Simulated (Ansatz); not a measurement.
O on the P site in zinc-blende BP, relaxed from 2 sites or starts (the P site; the P site, started 0.95 Å off site, one bond broken); at each charge the lowest end counts.

These are PBE, PAW (plane waves to 420 eV; Ansatz, a program for electronic structure) values and carry that method's errors. Details: 64-site cell; 2×2×2 shifted k-points; host gap 1.25 eV; charged states image-corrected; finite-size errors of tenths of an eV; flagged in the runs: for some of the defects a strain field that reaches the edge of the cell.

```csv
charge,neighbours at the lowest end (Å),"corrected energy + q E_VBM, against the first (eV)"
+1,"B 1.68, B 1.68, B 1.68, B 2.68, P 2.94, P 2.94, P 2.94",0.00
0,"B 1.66, B 1.66, B 1.66, B 2.68, P 2.89, P 2.89, P 2.89",0.43
```

Charges from +1 to −1 were run. The lines E(q) + q E_F give the stable charge, which changes above the valence-band maximum at (+1/0) at 0.43 eV.
